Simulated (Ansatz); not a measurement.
Consider NaI in the rock salt structure (space group Fm-3m, No. 225; a = 6.402 Å). Axes: x, y, z lie along the cube axes.

Level of theory: Ansatz (a program for electronic structure) PBEsol, without spin-orbit coupling.

Before the change:

- Valence-band top at Γ: 0.00, 0.00, 0.00 eV
- Electron mass: 0.26 mₑ (at Γ)
- Pressure: 0.1 kbar
- Band gap: 3.60 eV

Modification: the cell is compressed by 2.50 % along z with no lateral relaxation; the atoms relax in the strained cell.

**Question.** What happens to the valence-band top at Γ, electron mass, pressure and band gap?

**Answer.** The valence-band top at Γ (three highest levels, from the VBM) becomes 0.00, 0.00, -0.03 eV (base: 0.00, 0.00, 0.00 eV); the electron mass changes from 0.26 mₑ (at Γ) to 0.25 mₑ (at Γ); the pressure (mean of the normal stresses, compression positive) goes up by 4.9 kbar (0.1 kbar → 5.0 kbar); the band gap grows by 0.06 eV (3.60 eV → 3.66 eV).

Spin-orbit coupling, missing from the scalar runs, can matter with I. Effective masses come from finite differences of ±0.01 Å⁻¹. Whether these cells are dynamically stable was not tested.
